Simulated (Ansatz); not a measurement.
Results of LDA (Ansatz, a first-principles code, plane waves, PAW) for zinc-blende KCl (model structure).

Settings: plane-wave cutoff 500 eV, 8×8×8 k mesh, gaussian smearing 0.02 eV, scalar-relativistic PAW data made under PBE.

Cell (relaxed at this level):

KCl has the cubic space group F-43m (No. 216), the zinc blende structure, Pearson symbol cF8. Conventional cell: a = b = c = 6.779 Å, α = β = γ = 90.00°. K on 4a sees 4 Cl at 2.935 Å (tetrahedral). Cl on 4d has 4 K at 2.935 Å (tetrahedral). (Neighbours: up to the widest gap in distance over summed covalent radii, below 1.35, at either atom; cation-cation and far metal-metal contacts left out.)
(The calculation used a cell of 2 atoms; values per cell refer to that cell.)

**Question.** Estimate the band gap that the calculation returns.

**Answer.** 
- band gap = 4.63 eV (on the SCF k mesh)

Note: the relaxation could raise the start's symmetry but not lower it, so the cell can be a saddle point.

The computed numbers hold no vibrational or temperature effects.

A model structure was made by putting elements into a prototype or built by hand; it is no filed structure, need not be a known phase, and can be a saddle point held by its symmetry.
